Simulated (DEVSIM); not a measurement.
Structure: Cr/Si3N4/p-GaAs capacitor, at 300 K.

| layer (left to right) | material | thickness (nm) | Na (cm⁻³) |
|---|---|---|---|
| 1 | Si3N4 | 12.0 | - |
| 2 | GaAs | 4200 | 2.3e16 |

Metal gate on the left, work function 4.5 eV. Fixed charge at the semiconductor interface -3.4e10 cm⁻² (in units of +e); interface traps 2e12 cm⁻² eV⁻¹, uniform in energy, neutral level at 0.5 of the gap above the valence band.

The device is made up for the run: typed textbook-type constants, with dimensions and the other settings drawn at random. Values at 300 K.

| parameter | Si3N4 | GaAs |
|---|---|---|
| gap (eV) | 5.1 | 1.424 |
| affinity (eV) | 2.1 | 4.07 |
| permittivity | 7.5 | 12.9 |
| Nc (cm⁻³) | - | 4.7e17 |
| Nv (cm⁻³) | - | 9e18 |

DEVSIM, 1D Poisson equation in equilibrium, Boltzmann statistics, complete ionisation; no quantum confinement or tunnelling. Metal contacts follow the ideal Schottky-Mott rule: no Fermi-level pinning, no interface dipoles.

**Question.** Tabulate band edges, carrier densities and field at 0.0 V on the gate.

**Answer.** Energies count from the Fermi level of the right contact; mesh points crowd at the junctions.

```json
[
 {"x (μm)": "0.000", "Ec (eV)": "2.400", "Ev (eV)": "-2.700", "n (cm⁻³)": "< 1e2", "p (cm⁻³)": "< 1e2", "field (V/cm)": "160000"},
 {"x (μm)": "0.001413", "Ec (eV)": "2.423", "Ev (eV)": "-2.677", "n (cm⁻³)": "< 1e2", "p (cm⁻³)": "< 1e2", "field (V/cm)": "160000"},
 {"x (μm)": "0.004051", "Ec (eV)": "2.465", "Ev (eV)": "-2.635", "n (cm⁻³)": "< 1e2", "p (cm⁻³)": "< 1e2", "field (V/cm)": "160000"},
 {"x (μm)": "0.008220", "Ec (eV)": "2.532", "Ev (eV)": "-2.568", "n (cm⁻³)": "< 1e2", "p (cm⁻³)": "< 1e2", "field (V/cm)": "160000"},
 {"x (μm)": "0.01132", "Ec (eV)": "2.582", "Ev (eV)": "-2.518", "n (cm⁻³)": "< 1e2", "p (cm⁻³)": "< 1e2", "field (V/cm)": "160000"},
 {"x (μm)": "0.01241", "Ec (eV)": "0.625", "Ev (eV)": "-0.799", "n (cm⁻³)": "1.5e7", "p (cm⁻³)": "340000", "field (V/cm)": "63000"},
 {"x (μm)": "0.01451", "Ec (eV)": "0.638", "Ev (eV)": "-0.786", "n (cm⁻³)": "8900000", "p (cm⁻³)": "570000", "field (V/cm)": "63000"},
 {"x (μm)": "0.02208", "Ec (eV)": "0.685", "Ev (eV)": "-0.739", "n (cm⁻³)": "1500000", "p (cm⁻³)": "3400000", "field (V/cm)": "60000"},
 {"x (μm)": "0.03618", "Ec (eV)": "0.766", "Ev (eV)": "-0.658", "n (cm⁻³)": "63000", "p (cm⁻³)": "8.0e7", "field (V/cm)": "56000"},
 {"x (μm)": "0.06995", "Ec (eV)": "0.935", "Ev (eV)": "-0.489", "n (cm⁻³)": "< 1e2", "p (cm⁻³)": "5.5e10", "field (V/cm)": "45000"},
 {"x (μm)": "0.1441", "Ec (eV)": "1.178", "Ev (eV)": "-0.246", "n (cm⁻³)": "< 1e2", "p (cm⁻³)": "6.5e14", "field (V/cm)": "21000"},
 {"x (μm)": "0.4186", "Ec (eV)": "1.270", "Ev (eV)": "-0.154", "n (cm⁻³)": "< 1e2", "p (cm⁻³)": "2.3e16", "field (V/cm)": "≈ 0"},
 {"x (μm)": "0.9620", "Ec (eV)": "1.270", "Ev (eV)": "-0.154", "n (cm⁻³)": "< 1e2", "p (cm⁻³)": "2.3e16", "field (V/cm)": "≈ 0"},
 {"x (μm)": "2.182", "Ec (eV)": "1.270", "Ev (eV)": "-0.154", "n (cm⁻³)": "< 1e2", "p (cm⁻³)": "2.3e16", "field (V/cm)": "≈ 0"},
 {"x (μm)": "3.526", "Ec (eV)": "1.270", "Ev (eV)": "-0.154", "n (cm⁻³)": "< 1e2", "p (cm⁻³)": "2.3e16", "field (V/cm)": "≈ 0"},
 {"x (μm)": "3.919", "Ec (eV)": "1.270", "Ev (eV)": "-0.154", "n (cm⁻³)": "< 1e2", "p (cm⁻³)": "2.3e16", "field (V/cm)": "≈ 0"},
 {"x (μm)": "4.087", "Ec (eV)": "1.270", "Ev (eV)": "-0.154", "n (cm⁻³)": "< 1e2", "p (cm⁻³)": "2.3e16", "field (V/cm)": "≈ 0"},
 {"x (μm)": "4.157", "Ec (eV)": "1.270", "Ev (eV)": "-0.154", "n (cm⁻³)": "< 1e2", "p (cm⁻³)": "2.3e16", "field (V/cm)": "≈ 0"},
 {"x (μm)": "4.195", "Ec (eV)": "1.270", "Ev (eV)": "-0.154", "n (cm⁻³)": "< 1e2", "p (cm⁻³)": "2.3e16", "field (V/cm)": "≈ 0"},
 {"x (μm)": "4.205", "Ec (eV)": "1.270", "Ev (eV)": "-0.154", "n (cm⁻³)": "< 1e2", "p (cm⁻³)": "2.3e16", "field (V/cm)": "≈ 0"},
 {"x (μm)": "4.210", "Ec (eV)": "1.270", "Ev (eV)": "-0.154", "n (cm⁻³)": "< 1e2", "p (cm⁻³)": "2.3e16", "field (V/cm)": "≈ 0"},
 {"x (μm)": "4.212", "Ec (eV)": "1.270", "Ev (eV)": "-0.154", "n (cm⁻³)": "< 1e2", "p (cm⁻³)": "2.3e16", "field (V/cm)": "≈ 0"}
]
```
